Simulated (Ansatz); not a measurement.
## ZnCu with two functionals, Cu vacancy

Start from a 14-atom supercell of ZnCu in the CsCl type structure (space group Pm-3m, No. 221; a = 2.964 Å) at its relaxed geometry.

(Cell as relaxed with PBE.)

Levels (all Ansatz, a first-principles code, PAW): PBE (420 eV, no spin-orbit coupling); r2SCAN (500 eV, no spin-orbit coupling).

Each level relaxes its own structure.

Modification: one Cu atom is removed, atoms relaxed at fixed cell, starting from a slightly rattled geometry.

```tsv
quantity	PBE	r2SCAN
largest displacement of a host atom from its site in the perfect cell	0.21 Å	0.20 Å
pressure	-3.7 GPa	-4.2 GPa
```

PBE's pressure lies 0.5 GPa above r2SCAN's. Neither level is exact; r2SCAN is the comparison here, not a measurement.

In so small a cell the defect repeats every few ångströms: this is an ordered compound, not a dilute defect. All final runs are without spin polarisation.
